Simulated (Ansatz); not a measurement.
# Al under a change: biaxial strain −2.50 %, plane normal [111], relaxed out of plane

Base system: Al in the fcc (Cu type) structure (space group Fm-3m, No. 225; a = 4.015 Å; relaxed with 0.1 eV smearing). Axes: x, y, z lie along the cube axes.

The change: compressive biaxial strain of 2.50 % in the plane normal to [111], as in epitaxy on a mismatched substrate; the out-of-plane cell vector and the atoms relax.

Calculations: PBEsol (Ansatz, a first-principles code; PAW; 420 eV plane waves; spin-orbit coupling left out). Settings: 28×28×28 k-points, 0.1 eV Fermi–Dirac smearing.

The shortest interatomic distance falls by 0.071 Å to 2.768 Å and the energy grows by 9.3 meV/atom. The pressure (mean of the normal stresses, compression positive) goes from zero to 2.7 GPa and the band gap remains zero. The out-of-plane strain amounts to +2.30 % and the ratio −ε⊥/ε∥ is 0.92. The mean in-plane stress (compression positive) comes out as +4.1 GPa.

Final structure (turned so that z lies along the plane normal):

```
CELL_PARAMETERS angstrom
      2.76838     0.00000     0.00000
      1.38419     2.39748     0.00000
      1.38419    -0.79916     2.37163
ATOMIC_POSITIONS crystal
  Al 0.00000 0.00000 0.00000
```

Stability against distortions was not tested.
